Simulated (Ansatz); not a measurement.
Pressure series in hypothetical zinc blende YAs

Start from YAs in the zinc blende structure (space group F-43m, No. 216; a = 6.4706 Å; a hypothetical phase, not in the database extracts checked).

Cell and atoms are relaxed at each pressure.

The values are results of PBE (Ansatz, a quantum-chemistry and plane-wave program), without spin-orbit coupling, not measurements.

```json
[
 {"pressure (GPa)": "-2", "volume per atom (Å³/atom)": "35.404"},
 {"pressure (GPa)": "-1", "volume per atom (Å³/atom)": "34.596"},
 {"pressure (GPa)": "0", "volume per atom (Å³/atom)": "33.864"},
 {"pressure (GPa)": "3", "volume per atom (Å³/atom)": "32.043"},
 {"pressure (GPa)": "15", "volume per atom (Å³/atom)": "27.555"},
 {"pressure (GPa)": "30", "volume per atom (Å³/atom)": "24.377"},
 {"pressure (GPa)": "50", "volume per atom (Å³/atom)": "?"},
 {"pressure (GPa)": "75", "volume per atom (Å³/atom)": "19.506"},
 {"pressure (GPa)": "100", "volume per atom (Å³/atom)": "17.912"}
]
```

Problem. Fit the third-order Birch–Murnaghan form P(V) = (3B₀/2)[(V₀/V)^(7/3) − (V₀/V)^(5/3)]·[1 + (3/4)(B₀′ − 4)((V₀/V)^(2/3) − 1)] (squares taken in P) to the rows shown and predict the withheld row.

Solution. Least squares on the printed values gives V₀ = 33.852 Å³/atom, B₀ = 50.5 GPa, B₀′ = 3.7; this predicts 21.705 Å³/atom, and the run gives 21.710 Å³/atom, 0.005 higher.

Load acts through the strain it causes; cell and atoms are relaxed under it. Stability against distortions was not tested. Competing high-pressure phases were not computed. The final runs are not spin-polarised.
